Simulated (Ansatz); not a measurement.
Consider BaTiO3 (space group P4mm, No. 99).

```
BaTiO3
1.0
    3.97275     0.00000     0.00000
    0.00000     3.97275     0.00000
    0.00000     0.00000     4.11229
Ti Ba O
1 1 3
Direct
  0.50000   0.50000   0.45228
  0.00000   0.00000   0.93419
  0.50000   0.50000   0.89527
  0.50000   0.00000   0.41213
  0.00000   0.50000   0.41213
```

The values are results of r2SCAN (Ansatz, a first-principles code; PAW; 500 eV plane waves; no spin-orbit coupling), earlier PAW set, not measurements.

One change was made to it. Results:

```csv
quantity,base,after
band gap,2.23 eV,2.39 eV
gap character,–,direct at Γ
volume per atom,12.98 Å³,9.52 Å³
```

**Question.** Name the change that was made.
(A) pressure 50 GPa
(B) pressure 100 GPa
(C) pressure 30 GPa
(D) pressure −1 GPa
(E) pressure 3 GPa

**Answer.** B, pressure 100 GPa. For comparison, the volume per atom in the other runs: pressure 3 GPa gives 12.68 Å³; pressure −1 GPa gives 13.10 Å³; pressure 30 GPa gives 11.24 Å³; pressure 50 GPa gives 10.60 Å³.

Load acts through the strain it causes; cell and atoms are relaxed under it. Stability against distortions was not tested. No other phases were tried under pressure. The final runs are not spin-polarised. Along this pressure series the structure jumps between pressure 7 GPa and pressure 15 GPa; cells beyond that are another form of it. k-point labels follow each cell's own Brillouin zone.
